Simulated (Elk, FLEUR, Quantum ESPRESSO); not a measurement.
**Code comparison for CeAlAu (P6_3/mmc, 6 atoms in the cell)**

Self-consistent single point.

```xyz
6
Lattice="4.5229 0.0000 0.0000 -2.2614 3.9169 0.0000 0.0000 0.0000 7.5636" Properties=species:S:1:pos:R:3 pbc="T T T"
Ce     0.0000     0.0000     3.7818
Ce     0.0000     0.0000     0.0000
Al     0.0000     2.6113     5.6727
Al     2.2614     1.3056     1.8909
Au     0.0000     2.6113     1.8909
Au     2.2614     1.3056     5.6727
```
Moments meant for the start (each program seeds them in its own way; μB, in the order of the atoms Ce Ce Al Al Au Au): 1.0 1.0 0.0 0.0 0.0 0.0.

All programs got the same cell, k-point mesh and kind of occupations, and the same starting moments (in Quantum ESPRESSO's words: occupations = smearing; smearing = gauss; degauss = 0.0147 Ry; nspin = 2; K_POINTS = automatic 6 6 3 0 0 0); potentials, basis and cutoffs are each program's usual ones.

| code | model | size of the net moment (μB/atom) | cutoff |
|---|---|---|---|
| Quantum ESPRESSO | PBEsol, SSSP 1.1.2 efficiency (PBE) pseudopotentials | 0.23 | 60 Ry |
| FLEUR | PBEsol, all-electron FLAPW (FLEUR), scalar-relativistic valence | 0.22 | Kmax 4.4 1/bohr |
| Elk | PBEsol, all-electron FP-LAPW, Elk's shipped species files, default APW+lo basis | 0.21 | default |

The spread over the programs that give each value: size of the net moment within 0.02 μB/atom.

The starting cell comes from a database of computed structures (which also holds hypothetical and non-ambient phases and stackings), without a prior relaxation at this level. On Quantum ESPRESSO's run: Spin-orbit coupling is off. The magnetic order is the one reached from the typed start; others were not searched systematically. With U or open f shells several self-consistent states can exist. The f electrons are in the valence without U or exact exchange, which can misplace them near the Fermi level. Spin-orbit terms, which matter for f shells, are left out.

Question: Why do the programs differ, and what cannot be compared?

Answer: Differences of this kind can come from the potentials, where these differ, and from what each basis and cutoff leave unconverged. The valence holds different numbers of electrons (Quantum ESPRESSO 68, FLEUR 64). The zero of total energies and Fermi levels follows the potentials and each program's conventions, so they are not compared here. FLEUR and Elk treat all electrons, but the usual bases taken here (sphere radii, linearisation, local orbitals, empty states) were not tested for convergence, so the values are no reference for the others. Site moments depend on each program's spheres or projections; the total moment of the cell does not.

Left out of this page: Ansatz (with a known weakness of the program).
